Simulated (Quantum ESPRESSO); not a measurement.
# Short convergence ladders for MoS2 (R3m, 3 atoms in the cell)

```yaml
crystal:
  lattice:
    - [1.60011, -0.92382, 6.51451]
    - [0.00000, 1.84765, 6.51451]
    - [-1.60011, -0.92382, 6.51451]
  atoms:
    - { symbol: Mo, position: [0.00234, 0.00234, 0.00234] }
    - { symbol: S, position: [0.41294, 0.41294, 0.41294] }
    - { symbol: S, position: [0.25330, 0.25330, 0.25330] }
```

Base method: PBE, GBRV 1.5 ultrasoft (PBE) pseudopotentials (plane waves; Quantum ESPRESSO).

Base settings: ecutwfc = 40 Ry; ecutrho = 320 Ry; occupations = smearing; smearing = fermi-dirac; degauss = 0.000734986 Ry; potentials = {Mo: mo_pbe_v1.uspp.F.UPF, S: s_pbe_v1.4.uspp.F.UPF}; K_POINTS = automatic 3 3 3 0 0 0; conv_thr = 1e-10 Ry; mixing_beta = 0.4.

The count of work is k-points × plane waves × bands × iterations; it is no time. 

**The cutoff for other potential files**

Level: DFT, PBE, plane waves, PseudoDojo standard norm-conserving (PBE) pseudopotentials.

In this ladder: ecutrho = default; pseudopotentials = {Mo: Mo.upf, S: S.upf}.

The mesh stays at the base's, so the ladder's end is converged at best in this setting alone.

Only quantities that move along the ladder and can be compared are tabulated; the gap is left out on so coarse a mesh.

| ecutwfc | free energy less the last step's (meV/atom) | pressure (GPa) | largest difference of a force vector from the last step's (eV/Å) | count of work / last |
|---|---|---|---|---|
| 36 Ry | 1165.96 | -29.09 | 0.063 | 0.092 |
| 44 Ry | 402.29 | -14.66 | 0.004 | 0.15 |
| 56 Ry | 57.28 | -3.89 | 0.002 | 0.21 |
| 68 Ry | 4.50 | -1.02 | 0.001 | 0.28 |
| 80 Ry | 0.56 | -0.64 | 0.000 | 0.36 |
| 120 Ry | 0.19 | -0.63 | 0.000 | 0.65 |
| 160 Ry | 0.00 | -0.63 | 0.000 | 1.0 |

Coarsest ecutwfc that holds the forces within 0.01 eV/Å of the last step, with all finer ones: 44 Ry, at 0.15 of the last step's count of work; the step before is off by 0.063 eV/Å.

Coarsest ecutwfc that holds the pressure within 1 GPa of the last step, with all finer ones: 68 Ry, at 0.28 of the last step's count of work; the step before is off by 3.3 GPa.

Coarsest ecutwfc that holds the free energy within 2 meV/atom of the last step, with all finer ones: 80 Ry, at 0.36 of the last step's count of work; the step before is off by 4.5 meV/atom.

At the lowest cutoff the pressure lies 28.5 GPa under the last step's, the usual sign of Pulay stress in an incomplete plane-wave basis.

**The density cutoff**

The second cell is the first with its lattice scaled by 0.98.

The mesh stays at the base's, so the ladder's end is converged at best in this setting alone.

Only quantities that move along the ladder and can be compared are tabulated; the gap is left out on so coarse a mesh.

```csv
ecutrho,free energy less the last step's (meV/atom),energy of the compressed cell less the first (meV/atom),pressure (GPa),largest difference of a force vector from the last step's (eV/Å)
80 Ry,-65.79,28.30,2.59,0.078
120 Ry,-6.19,24.98,-1.08,0.026
160 Ry,-4.75,24.94,-0.56,0.011
240 Ry,-1.33,24.49,-0.81,0.003
320 Ry,-0.31,24.45,-0.90,0.000
400 Ry,-0.02,24.41,-0.90,0.000
640 Ry,0.00,24.41,-0.90,0.000
```

Coarsest ecutrho that holds the energy of the compressed cell less the first within 2 meV/atom of the last step, with all finer ones: 120 Ry; the step before is off by 3.9 meV/atom.

Coarsest ecutrho that holds the pressure within 1 GPa of the last step, with all finer ones: 120 Ry; the step before is off by 3.5 GPa.

Coarsest ecutrho that holds the forces within 0.01 eV/Å of the last step, with all finer ones: 240 Ry; the step before is off by 0.011 eV/Å.

The energy difference between the two cells stays within 1 meV/atom of the last step's from 120 Ry on, the total only from 320 Ry on: much of the error is common to both cells and cancels.

On the base run: the starting cell comes from a database of computed structures (which also holds hypothetical and non-ambient phases and stackings), without a prior relaxation at this level. Its lattice was rescaled by up to half a per cent. One atom was moved a little off its site on purpose. In the base run, forces exceed 1 eV/Å.
